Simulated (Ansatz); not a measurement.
In vacancy + O vacancy (V_In+V_O) in bixbyite In2O3 (the name describes the start): one set of geometries, relaxed with PBE, evaluated in Ansatz (PAW, plane waves to 420 eV, 500 eV under r2SCAN) with PBE, r2SCAN.

Cell and caveats: 80-site cell; 2×2×2 Γ-centred k-points; start: the In(2) site; O 2.21 Å away; charged states image-corrected; no spin–orbit coupling; energies good to tenths of an eV; relaxed from one start, so a lower configuration may exist; flagged in the runs: a host whose relaxation on this sampling wasn't shown to rest, a strain field that reaches the edge of the cell, host ions not shown at rest.

| quantity | PBE | r2SCAN |
|---|---|---|
| host gap (eV) | 0.94 | (withheld) |
| neutral formation energy against tetragonal indium, O2 molecule in a box (eV) | 7.80 | (withheld) |
| largest moment on one atom at charge 0 (μB) | 0.23 | (withheld) |

Given the lower rungs, what does r2SCAN give?


- host gap (eV), r2SCAN: 1.44
- neutral formation energy against tetragonal indium, O2 molecule in a box (eV), r2SCAN: 9.16
- largest moment on one atom at charge 0 (μB), r2SCAN: 0.30

Ansatz is a quantum-chemistry and plane-wave program.
